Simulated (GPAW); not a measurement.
# Worked example: self-consistent single point of Ir (Fm-3m, 1 atom in the cell) in GPAW

Method of the run: PBE, GPAW PAW datasets PBE (gpaw-data 1.0.1) (plane waves; GPAW 25.7.0).

The input file:

```python
from ase import Atoms
from ase.units import GPa
from gpaw import GPAW

atoms = Atoms(['Ir'],
              cell=[[0.000000, 1.910400, 1.910400],
                    [1.910400, 0.000000, 1.910400],
                    [1.910400, 1.910400, 0.000000]],
              scaled_positions=[[0.000000, 0.000000, 0.000000]],
              pbc=True)

calc = GPAW(mode={'name': 'pw', 'ecut': 600},
            xc='PBE',
            kpts=(11, 11, 11),
            occupations={'name': 'methfessel-paxton', 'width': 0.1, 'order': 0},
            nbands=-9,
            convergence={'density': 1e-05},
            symmetry={'symmorphic': False, 'tolerance': 0.0005},
            maxiter=100,
            txt='-')

atoms.calc = calc

energy = atoms.get_potential_energy()
print('Energy (eV):', round(energy, 6))
forces = atoms.get_forces()
print('Forces (eV/Ang):')
print(forces.round(5))
stress = atoms.get_stress()
print('Stress (GPa, Voigt):', (stress / GPa).round(4))
```

Output, abridged:

```
Input parameters:
  convergence: {density: 1e-05}
  kpts: [11 11 11]
  maxiter: 100
  mode: {ecut: 600,
         name: pw}
  nbands: -9
  occupations: {name: methfessel-paxton,
                order: 0,
                width: 0.1}
  symmetry: {symmorphic: False,
             tolerance: 0.0005}
  xc: PBE

species:
  Ir:
    name: Iridium
    Z: 77.0
    valence: 15
    core: 62
    charge: 0.0
    file: Ir.PBE.gz

    # Using partial waves for Ir as LCAO basis

Reference energy: -484484.849336  # eV

Spin-paired calculation

Convergence criteria:
 Maximum [total energy] change in last 3 cyles: 0.0005 eV / valence electron
 Maximum integral of absolute [dens]ity change: 1e-05 electrons / valence electron
 Maximum integral of absolute [eigenst]ate change: 4e-08 eV^2 / valence electron
 Maximum number of scf [iter]ations: 100

Symmetries present (total): 48
Symmetries with fractional translations: 0
1331 k-points: 11 x 11 x 11 Monkhorst-Pack grid
56 k-points in the irreducible part of the Brillouin zone
       k-points in crystal coordinates                weights
   0:     0.00000000    0.00000000    0.00000000          1/1331
   1:     0.09090909    0.09090909    0.00000000          6/1331
   2:     0.09090909    0.09090909    0.09090909          8/1331
   [... 7 lines left out ...]
          ...
  55:     0.45454545    0.45454545    0.45454545          8/1331

Wave functions: Plane wave expansion
  Cutoff energy: 600.000 eV
  Number of coefficients (min, max): 456, 487
  Pulay-stress correction: 0.000000 eV/Ang^3 (de/decut=0.000000)

Occupation numbers: Methfessel-Paxton:
  width: 0.1000  # eV
  order: 0

Eigensolver

Densities:
  Coarse grid: 16*16*16 grid
  Fine grid: 32*32*32 grid
  Total Charge: 0.000000

Density mixing:
  Method: separate
  Backend: pulay
  Linear mixing parameter: 0.05
  old densities: 5
  Damping of long wavelength oscillations: 50

Hamiltonian:
  XC and Coulomb potentials evaluated on a 32*32*32 grid
  External potential:
    NoExternalPotential

XC parameters: PBE with 2 nearest neighbor stencil

Number of atoms: 1
Number of atomic orbitals: 12
Number of bands in calculation: 16
Number of valence electrons: 15
Bands to converge: occupied

Density initialized from atomic densities
  12 bands from LCAO basis set
  4 bands from random numbers

Atomic positions and initial magnetic moments

Positions:
   0 Ir     0.000000    0.000000    0.000000    ( 0.0000,  0.0000,  0.0000)

Unit cell:
           periodic     x           y           z      points  spacing
  1. axis:    yes    0.000000    1.910400    1.910400    16     0.1379
  2. axis:    yes    1.910400    0.000000    1.910400    16     0.1379
  3. axis:    yes    1.910400    1.910400    0.000000    16     0.1379

  Lengths:   2.701714   2.701714   2.701714
  Angles:   60.000000  60.000000  60.000000

Effective grid spacing dv^(1/3) = 0.1504

     iter     time        total  log10-change:
                         energy   eigst   dens
iter:   1 --:--:--    -9.395609
iter:   2 --:--:--    -9.387659   -1.74  -1.54
iter:   3 --:--:--    -9.380106   -2.18  -1.56
iter:   4 --:--:--    -9.336836   -3.43  -1.93
iter:   5 --:--:--    -9.349384   -2.31  -2.10
iter:   6 --:--:--    -9.347099   -3.94  -2.60
iter:   7 --:--:--    -9.347210c  -5.82  -3.06
iter:   8 --:--:--    -9.347402c  -4.51  -3.10
iter:   9 --:--:--    -9.347402c  -5.83  -3.89
iter:  10 --:--:--    -9.347402c  -7.02  -4.42
iter:  11 --:--:--    -9.347402c  -7.32  -4.66
iter:  12 --:--:--    -9.347402c  -8.60c -5.14c

Converged after 12 iterations.

Dipole moment: (0.000000, 0.000000, 0.000000) |e|*Ang

Energy contributions relative to reference atoms: (reference = -484484.849336)

Kinetic:         +8.501465
Potential:       -7.598229
External:        +0.000000
XC:             -10.031943
Entropy (-ST):   -0.008650
Local:           -0.214369
SIC:             +0.000000
--------------------------
Free energy:     -9.351727
Extrapolated:    -9.347402

Showing only first 2 kpts
 Kpt  Band  Eigenvalues  Occupancy
  0     5     11.28995    2.00000
  0     6     11.28995    2.00000
  0     7     14.03250    2.00000
  0     8     14.03250    2.00000

  1     5     11.56968    2.00000
  1     6     11.56968    2.00000
  1     7     13.59803    2.00000
  1     8     14.17857    2.00000

Fermi level: 15.18443

No gap
No difference between direct/indirect transitions
Energy (eV): -9.347402

Forces in eV/Ang:
  0 Ir   -0.00000    0.00000    0.00000

Stress tensor:
    -0.088186    -0.000000    -0.000000
    -0.000000    -0.088186     0.000000
    -0.000000     0.000000    -0.088186
Stress (GPa, Voigt): [-14.1289 -14.1289 -14.1289   0.      -0.      -0.    ]
```

The run converged in 12 iterations. GPAW prints stress with tension positive.

The starting cell has typed, rounded lattice constants, without a prior relaxation at this level. Its lattice was rescaled by up to half a per cent. Spin-orbit coupling is off. Spin polarisation is off. With a pressure of about 14 GPa the cell is away from its equilibrium volume at this level.
